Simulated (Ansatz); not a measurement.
Electronic density of states of amorphous Hf$_{18}$O$_{36}$C, density 8.84 g/cm³, on a 2×2×2 Γ-centred mesh with a Gaussian width of 0.1 eV; energies count from the Fermi level, whose place inside the gap is arbitrary. Cell and mesh are small, so fine structure isn't converged. Computed with PBE, scalar-relativistic without spin-orbit coupling (plane waves to 420 eV, PAW; Ansatz, an electronic-structure program). Sampling: a 2×2×2 Γ-centred mesh; Fermi-Dirac width 0.02 eV; no spin polarisation. At PBE the levels at the filled edge of the gap are localised (band-tail or defect states), and the nearest spread-out levels lie 3.8 eV apart at the zone centre.

The cell was made by melting and quenching with the CHGNet potential and then relaxed with DFT. O atoms were pushed apart under 1.9 Å during the dynamics, to hinder bonds among them. The hot cell started wider than the set density and was brought back towards it in steps. It is the lowest in DFT energy of 2 quenches. It is a model cell: composition and starting density were chosen by hand, and all elements were melted together. No dispersion term was used. Its density started from a set value of 8.91 and ended at 8.84 g/cm³. The simulated quench (nominally 300 K/ps over its main leg) is rapid and tends to freeze in more defects than a deposited or slowly cooled glass has. One small periodic cell is one sample of the glass; other quenches scatter about these values. Volume and shape were free in the relaxation. On a 2×2×2 Γ-centred mesh force components of up to 0.13 eV/Å stay, since the relaxation ran on the zone centre alone.

```json
[
 {"E - EF (eV)": "-12.00", "states/(eV atom)": "0.00"},
 {"E - EF (eV)": "-11.90", "states/(eV atom)": "0.00"},
 {"E - EF (eV)": "-11.80", "states/(eV atom)": "0.00"},
 {"E - EF (eV)": "-11.70", "states/(eV atom)": "0.00"},
 {"E - EF (eV)": "-11.60", "states/(eV atom)": "0.00"},
 {"E - EF (eV)": "-11.50", "states/(eV atom)": "0.02"},
 {"E - EF (eV)": "-11.40", "states/(eV atom)": "0.13"},
 {"E - EF (eV)": "-11.30", "states/(eV atom)": "0.17"},
 {"E - EF (eV)": "-11.20", "states/(eV atom)": "0.04"},
 {"E - EF (eV)": "-11.10", "states/(eV atom)": "0.00"},
 {"E - EF (eV)": "-11.00", "states/(eV atom)": "0.00"},
 {"E - EF (eV)": "-10.90", "states/(eV atom)": "0.00"},
 {"E - EF (eV)": "-10.80", "states/(eV atom)": "0.00"},
 {"E - EF (eV)": "-10.70", "states/(eV atom)": "0.00"},
 {"E - EF (eV)": "-10.60", "states/(eV atom)": "0.00"},
 {"E - EF (eV)": "-10.50", "states/(eV atom)": "0.00"},
 {"E - EF (eV)": "-10.40", "states/(eV atom)": "0.00"},
 {"E - EF (eV)": "-10.30", "states/(eV atom)": "0.00"},
 {"E - EF (eV)": "-10.20", "states/(eV atom)": "0.00"},
 {"E - EF (eV)": "-10.10", "states/(eV atom)": "0.00"},
 {"E - EF (eV)": "-10.00", "states/(eV atom)": "0.00"},
 {"E - EF (eV)": "-9.90", "states/(eV atom)": "0.00"},
 {"E - EF (eV)": "-9.80", "states/(eV atom)": "0.00"},
 {"E - EF (eV)": "-9.70", "states/(eV atom)": "0.00"},
 {"E - EF (eV)": "-9.60", "states/(eV atom)": "0.00"},
 {"E - EF (eV)": "-9.50", "states/(eV atom)": "0.00"},
 {"E - EF (eV)": "-9.40", "states/(eV atom)": "0.00"},
 {"E - EF (eV)": "-9.30", "states/(eV atom)": "0.00"},
 {"E - EF (eV)": "-9.20", "states/(eV atom)": "0.01"},
 {"E - EF (eV)": "-9.10", "states/(eV atom)": "0.08"},
 {"E - EF (eV)": "-9.00", "states/(eV atom)": "0.17"},
 {"E - EF (eV)": "-8.90", "states/(eV atom)": "0.09"},
 {"E - EF (eV)": "-8.80", "states/(eV atom)": "0.01"},
 {"E - EF (eV)": "-8.70", "states/(eV atom)": "0.01"},
 {"E - EF (eV)": "-8.60", "states/(eV atom)": "0.09"},
 {"E - EF (eV)": "-8.50", "states/(eV atom)": "0.24"},
 {"E - EF (eV)": "-8.40", "states/(eV atom)": "0.37"},
 {"E - EF (eV)": "-8.30", "states/(eV atom)": "0.46"},
 {"E - EF (eV)": "-8.20", "states/(eV atom)": "0.56"},
 {"E - EF (eV)": "-8.10", "states/(eV atom)": "0.64"},
 {"E - EF (eV)": "-8.00", "states/(eV atom)": "0.62"},
 {"E - EF (eV)": "-7.90", "states/(eV atom)": "0.62"},
 {"E - EF (eV)": "-7.80", "states/(eV atom)": "0.64"},
 {"E - EF (eV)": "-7.70", "states/(eV atom)": "0.67"},
 {"E - EF (eV)": "-7.60", "states/(eV atom)": "0.72"},
 {"E - EF (eV)": "-7.50", "states/(eV atom)": "0.76"},
 {"E - EF (eV)": "-7.40", "states/(eV atom)": "0.73"},
 {"E - EF (eV)": "-7.30", "states/(eV atom)": "0.69"},
 {"E - EF (eV)": "-7.20", "states/(eV atom)": "0.75"},
 {"E - EF (eV)": "-7.10", "states/(eV atom)": "0.77"},
 {"E - EF (eV)": "-7.00", "states/(eV atom)": "0.78"},
 {"E - EF (eV)": "-6.90", "states/(eV atom)": "0.71"},
 {"E - EF (eV)": "-6.80", "states/(eV atom)": "0.70"},
 {"E - EF (eV)": "-6.70", "states/(eV atom)": "0.75"},
 {"E - EF (eV)": "-6.60", "states/(eV atom)": "0.76"},
 {"E - EF (eV)": "-6.50", "states/(eV atom)": "0.75"},
 {"E - EF (eV)": "-6.40", "states/(eV atom)": "0.85"},
 {"E - EF (eV)": "-6.30", "states/(eV atom)": "0.81"},
 {"E - EF (eV)": "-6.20", "states/(eV atom)": "0.76"},
 {"E - EF (eV)": "-6.10", "states/(eV atom)": "0.78"},
 {"E - EF (eV)": "-6.00", "states/(eV atom)": "0.85"},
 {"E - EF (eV)": "-5.90", "states/(eV atom)": "0.94"},
 {"E - EF (eV)": "-5.80", "states/(eV atom)": "0.83"},
 {"E - EF (eV)": "-5.70", "states/(eV atom)": "0.79"},
 {"E - EF (eV)": "-5.60", "states/(eV atom)": "0.84"},
 {"E - EF (eV)": "-5.50", "states/(eV atom)": "0.88"},
 {"E - EF (eV)": "-5.40", "states/(eV atom)": "0.92"},
 {"E - EF (eV)": "-5.30", "states/(eV atom)": "0.87"},
 {"E - EF (eV)": "-5.20", "states/(eV atom)": "0.88"},
 {"E - EF (eV)": "-5.10", "states/(eV atom)": "0.93"},
 {"E - EF (eV)": "-5.00", "states/(eV atom)": "0.99"},
 {"E - EF (eV)": "-4.90", "states/(eV atom)": "1.01"},
 {"E - EF (eV)": "-4.80", "states/(eV atom)": "0.94"},
 {"E - EF (eV)": "-4.70", "states/(eV atom)": "0.89"},
 {"E - EF (eV)": "-4.60", "states/(eV atom)": "0.91"},
 {"E - EF (eV)": "-4.50", "states/(eV atom)": "0.89"},
 {"E - EF (eV)": "-4.40", "states/(eV atom)": "0.94"},
 {"E - EF (eV)": "-4.30", "states/(eV atom)": "0.93"},
 {"E - EF (eV)": "-4.20", "states/(eV atom)": "0.82"},
 {"E - EF (eV)": "-4.10", "states/(eV atom)": "0.79"},
 {"E - EF (eV)": "-4.00", "states/(eV atom)": "0.84"},
 {"E - EF (eV)": "-3.90", "states/(eV atom)": "0.86"},
 {"E - EF (eV)": "-3.80", "states/(eV atom)": "0.72"},
 {"E - EF (eV)": "-3.70", "states/(eV atom)": "0.52"},
 {"E - EF (eV)": "-3.60", "states/(eV atom)": "0.31"},
 {"E - EF (eV)": "-3.50", "states/(eV atom)": "0.15"},
 {"E - EF (eV)": "-3.40", "states/(eV atom)": "0.20"},
 {"E - EF (eV)": "-3.30", "states/(eV atom)": "0.24"},
 {"E - EF (eV)": "-3.20", "states/(eV atom)": "0.17"},
 {"E - EF (eV)": "-3.10", "states/(eV atom)": "0.06"},
 {"E - EF (eV)": "-3.00", "states/(eV atom)": "0.01"},
 {"E - EF (eV)": "-2.90", "states/(eV atom)": "0.00"},
 {"E - EF (eV)": "-2.80", "states/(eV atom)": "0.00"},
 {"E - EF (eV)": "-2.70", "states/(eV atom)": "0.00"},
 {"E - EF (eV)": "-2.60", "states/(eV atom)": "0.00"},
 {"E - EF (eV)": "-2.50", "states/(eV atom)": "0.00"},
 {"E - EF (eV)": "-2.40", "states/(eV atom)": "0.00"},
 {"E - EF (eV)": "-2.30", "states/(eV atom)": "0.00"},
 {"E - EF (eV)": "-2.20", "states/(eV atom)": "0.00"},
 {"E - EF (eV)": "-2.10", "states/(eV atom)": "0.00"},
 {"E - EF (eV)": "-2.00", "states/(eV atom)": "0.00"},
 {"E - EF (eV)": "-1.90", "states/(eV atom)": "0.00"},
 {"E - EF (eV)": "-1.80", "states/(eV atom)": "0.00"},
 {"E - EF (eV)": "-1.70", "states/(eV atom)": "0.00"},
 {"E - EF (eV)": "-1.60", "states/(eV atom)": "0.00"},
 {"E - EF (eV)": "-1.50", "states/(eV atom)": "0.00"},
 {"E - EF (eV)": "-1.40", "states/(eV atom)": "0.00"},
 {"E - EF (eV)": "-1.30", "states/(eV atom)": "0.00"},
 {"E - EF (eV)": "-1.20", "states/(eV atom)": "0.00"},
 {"E - EF (eV)": "-1.10", "states/(eV atom)": "0.00"},
 {"E - EF (eV)": "-1.00", "states/(eV atom)": "0.00"},
 {"E - EF (eV)": "-0.90", "states/(eV atom)": "0.00"},
 {"E - EF (eV)": "-0.80", "states/(eV atom)": "0.01"},
 {"E - EF (eV)": "-0.70", "states/(eV atom)": "0.08"},
 {"E - EF (eV)": "-0.60", "states/(eV atom)": "0.18"},
 {"E - EF (eV)": "-0.50", "states/(eV atom)": "0.08"},
 {"E - EF (eV)": "-0.40", "states/(eV atom)": "0.01"},
 {"E - EF (eV)": "-0.30", "states/(eV atom)": "0.00"},
 {"E - EF (eV)": "-0.20", "states/(eV atom)": "0.00"},
 {"E - EF (eV)": "-0.10", "states/(eV atom)": "0.00"},
 {"E - EF (eV)": "0.00", "states/(eV atom)": "0.00"},
 {"E - EF (eV)": "0.10", "states/(eV atom)": "0.00"},
 {"E - EF (eV)": "0.20", "states/(eV atom)": "0.00"},
 {"E - EF (eV)": "0.30", "states/(eV atom)": "0.00"},
 {"E - EF (eV)": "0.40", "states/(eV atom)": "0.01"},
 {"E - EF (eV)": "0.50", "states/(eV atom)": "0.07"},
 {"E - EF (eV)": "0.60", "states/(eV atom)": "0.21"},
 {"E - EF (eV)": "0.70", "states/(eV atom)": "0.31"},
 {"E - EF (eV)": "0.80", "states/(eV atom)": "0.39"},
 {"E - EF (eV)": "0.90", "states/(eV atom)": "0.44"},
 {"E - EF (eV)": "1.00", "states/(eV atom)": "0.48"},
 {"E - EF (eV)": "1.10", "states/(eV atom)": "0.48"},
 {"E - EF (eV)": "1.20", "states/(eV atom)": "0.51"},
 {"E - EF (eV)": "1.30", "states/(eV atom)": "0.61"},
 {"E - EF (eV)": "1.40", "states/(eV atom)": "0.59"},
 {"E - EF (eV)": "1.50", "states/(eV atom)": "0.59"},
 {"E - EF (eV)": "1.60", "states/(eV atom)": "0.62"},
 {"E - EF (eV)": "1.70", "states/(eV atom)": "0.66"},
 {"E - EF (eV)": "1.80", "states/(eV atom)": "0.68"},
 {"E - EF (eV)": "1.90", "states/(eV atom)": "0.69"},
 {"E - EF (eV)": "2.00", "states/(eV atom)": "0.71"},
 {"E - EF (eV)": "2.10", "states/(eV atom)": "0.70"},
 {"E - EF (eV)": "2.20", "states/(eV atom)": "0.75"},
 {"E - EF (eV)": "2.30", "states/(eV atom)": "0.75"},
 {"E - EF (eV)": "2.40", "states/(eV atom)": "0.73"},
 {"E - EF (eV)": "2.50", "states/(eV atom)": "0.73"},
 {"E - EF (eV)": "2.60", "states/(eV atom)": "0.74"},
 {"E - EF (eV)": "2.70", "states/(eV atom)": "0.68"},
 {"E - EF (eV)": "2.80", "states/(eV atom)": "0.61"},
 {"E - EF (eV)": "2.90", "states/(eV atom)": "0.68"},
 {"E - EF (eV)": "3.00", "states/(eV atom)": "0.77"},
 {"E - EF (eV)": "3.10", "states/(eV atom)": "0.71"},
 {"E - EF (eV)": "3.20", "states/(eV atom)": "0.71"},
 {"E - EF (eV)": "3.30", "states/(eV atom)": "0.74"},
 {"E - EF (eV)": "3.40", "states/(eV atom)": "0.64"},
 {"E - EF (eV)": "3.50", "states/(eV atom)": "0.55"}
]
```

The level gap on this mesh is 1.13 eV; the broadening fills part of it in the curve.
